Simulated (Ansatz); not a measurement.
# SnO: thickness series

The reference is SnO in the litharge type structure (space group P4/nmm, No. 129; a = 3.793 Å, c = 4.764 Å; layered, stacked along the Cartesian z axis).

Free-standing slabs (4 atom(s) a layer) normal to the stacking axis with 15 Å of vacuum; in-plane cell relaxed.

All numbers come from plane-wave PAW DFT at the r2SCAN+rVV10 level (Ansatz, a first-principles code, 500 eV), without spin-orbit coupling, earlier PAW set.

Notes on the quantities. excess energy per area of both faces: slab less bulk energy over the cell's area: twice a surface energy; uncertain by up to 0.1 J/m².

| change | gap character | in-plane lattice parameter a | excess energy per area of both faces | band gap | thickness between the outermost nuclei |
|---|---|---|---|---|---|
| base | – | 3.793 Å | – | zero | – |
| 1 layer | indirect, k = (0.222, 0.222, 0) in the run's primitive reciprocal basis → M–Γ (27 % along) | 3.754 Å | 0.50 J/m² | 3.42 eV | 2.35 Å |
| 2 layers | indirect, k = (0, 0.111, 0) in the run's primitive reciprocal basis → M | 3.773 Å | 0.5 J/m² | 1.14 eV | 7.13 Å |
| 3 layers | indirect, Γ → M | 3.780 Å | 0.5 J/m² | 0.54 eV | 11.91 Å |

The excess energy carries the mismatch between the slab's and the bulk's meshes. Whether these cells are dynamically stable was not tested. All final runs are without spin polarisation. A zero or small gap of SnO can be the functional's error rather than a property of the material.
